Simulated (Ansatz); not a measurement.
The reference is TeS2 in the CdI2 type structure (space group P-3m1, No. 164; a hypothetical phase, not in the database extracts checked; layered; relaxed with 0.1 eV smearing).

```
TeS2
1.0
    3.74398     0.00000     0.00000
   -1.87199     3.24238     0.00000
    0.00000     0.00000     5.46013
Te S
1 2
Direct
  0.00000   0.00000   0.00000
  0.33333   0.66667   0.28520
  0.66667   0.33333   0.71480
```

Cartesian axes are those of the cell as printed.

All numbers come from PBEsol-D3(BJ)/PAW in Ansatz (a first-principles code), scalar-relativistic without spin-orbit coupling.

Before the change:

The volume per atom is 22.09 Å³ and the pressure is 0.0 GPa.

One thing is altered: compressive biaxial strain of 0.67 % in the plane normal to [001], as in epitaxy on a mismatched substrate; the out-of-plane cell vector and the atoms relax.

Question: What happens to the volume per atom?

Answer: The volume per atom decreases by 0.16 Å³ (22.09 Å³ → 21.93 Å³).

Question: What happens to the pressure?

Answer: The pressure (mean of the normal stresses, compression positive) goes from zero to 0.5 GPa.

No phonon test of stability was made. The final runs are not spin-polarised. Gaps under 0.05 eV, about the width of the smearing, are given as zero.
